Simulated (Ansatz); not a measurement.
Ir, pressure series

The parent structure is Ir in the fcc (Cu type) structure (space group Fm-3m, No. 225; a = 3.871 Å).

Cell and atoms are relaxed at each pressure.

The values are results of PBE in Ansatz (plane waves to 420 eV, PAW, scalar-relativistic without spin-orbit coupling), earlier PAW set, not measurements.

| pressure (GPa) | volume per atom (Å³/atom) |
|---|---|
| -2 | 14.582 |
| -1 | 14.539 |
| 0 | 14.496 |
| 0.9 | 14.459 |
| 2.1 | 14.411 |
| 4.5 | 14.316 |
| 9 | 14.148 |
| 15 | ? |
| 22.5 | 13.706 |

Question: Fit the third-order Birch–Murnaghan form P(V) = (3B₀/2)[(V₀/V)^(7/3) − (V₀/V)^(5/3)]·[1 + (3/4)(B₀′ − 4)((V₀/V)^(2/3) − 1)] (squares taken in P) to the rows shown and predict the withheld row.

Answer: Least squares on the printed values gives V₀ = 14.497 Å³/atom, B₀ = 347 GPa, B₀′ = 5.1; this predicts 13.941 Å³/atom, and the run gives 13.941 Å³/atom, in agreement.

Measured bulk modulus of Ir: 365 GPa (static lattice; corrected from measurement; as listed in H. Levämäki et al., Physical Review B (2014)); the computed value is 5 % below it.

Load acts through the strain it causes; cell and atoms are relaxed under it. No phonon test of stability was made. No other phases were tried under pressure. The final runs are not spin-polarised.

Ansatz is an electronic-structure program.
